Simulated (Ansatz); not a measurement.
## Pressure series in WC

Take WC (space group P-6m2, No. 187; a = 2.8837 Å, c = 2.8123 Å) as the base.

Cell and atoms are relaxed at each pressure.

All numbers come from LDA (Ansatz, a quantum-chemistry and plane-wave program), no spin-orbit coupling.

Notes on the quantities. enthalpy: H = E + PV relative to the base's energy.

```json
[
 {"change": "base", "c/a ratio": "0.975", "lattice parameter a": "2.884 Å", "enthalpy": "–"},
 {"change": "pressure −2 GPa", "c/a ratio": "0.975", "lattice parameter a": "2.889 Å", "enthalpy": "-0.13 eV/atom"},
 {"change": "pressure −1 GPa", "c/a ratio": "0.975", "lattice parameter a": "2.886 Å", "enthalpy": "-0.06 eV/atom"},
 {"change": "pressure 0.9 GPa", "c/a ratio": "0.975", "lattice parameter a": "?", "enthalpy": "+0.06 eV/atom"},
 {"change": "pressure 2.1 GPa", "c/a ratio": "0.976", "lattice parameter a": "2.879 Å", "enthalpy": "+0.13 eV/atom"},
 {"change": "pressure 4.5 GPa", "c/a ratio": "0.976", "lattice parameter a": "2.873 Å", "enthalpy": "+0.28 eV/atom"},
 {"change": "pressure 9 GPa", "c/a ratio": "0.977", "lattice parameter a": "2.862 Å", "enthalpy": "+0.56 eV/atom"},
 {"change": "pressure 15 GPa", "c/a ratio": "0.978", "lattice parameter a": "2.849 Å", "enthalpy": "+0.93 eV/atom"},
 {"change": "pressure 22.5 GPa", "c/a ratio": "0.979", "lattice parameter a": "2.834 Å", "enthalpy": "+1.39 eV/atom"},
 {"change": "pressure 30 GPa", "c/a ratio": "0.980", "lattice parameter a": "2.819 Å", "enthalpy": "+1.84 eV/atom"}
]
```

### Question
Some entries are withheld; estimate them.

### Answer

- pressure 0.9 GPa, lattice parameter a: 2.881 Å

Load acts through the strain it causes; cell and atoms are relaxed under it. Whether these cells are dynamically stable was not tested. Competing high-pressure phases were not computed. The final runs are not spin-polarised.
